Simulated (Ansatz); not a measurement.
# What uniaxial strain ε_zz = −1.50 % does to Be

Base system: Be in the hcp (Mg type) structure (space group P6_3/mmc, No. 194; a = 2.255 Å, c = 3.558 Å; relaxed with 0.1 eV smearing). Axes: x lies along a and z along c of the hexagonal cell.

One thing is altered: uniaxial strain ε_zz = −1.50 %, all other strain components held at zero, atoms relaxed at fixed cell.

All numbers come from Ansatz (a quantum-chemistry and plane-wave program) PBEsol, no spin-orbit coupling. Γ-centred 29×29×16 mesh, Fermi–Dirac width 0.1 eV.

- Volume per atom = 7.72 Å³ (base 7.84 Å³)
- Space group = P6_3/mmc (No. 194) (base P6_3/mmc (No. 194))
- Shortest interatomic distance = 218.3 pm (base 220.5 pm)
- Energy relative to the base (free energy F) = +2.2 meV/atom
- Pressure (mean of the normal stresses, compression positive) = 2.1 GPa (base 0.0 GPa)
- Band gap = zero (base zero)
- Stress (xx, yy, zz, yz, xz, xy; compression positive) = (0.2, 0.2, 6.0, 0.0, 0.0, 0.0) GPa

Final structure:

```xyz
2
Lattice="2.2552 0.0000 0.0000 -1.1276 1.9530 0.0000 0.0000 0.0000 3.5046" Properties=species:S:1:pos:R:3 pbc="T T T"
Be     1.1276     0.6510     2.6285
Be     0.0000     1.3020     0.8762
```

Cost of the whole job for the changed cell (relaxation, final SCF and bands): very roughly 11 core-seconds.

No phonon test of stability was made.
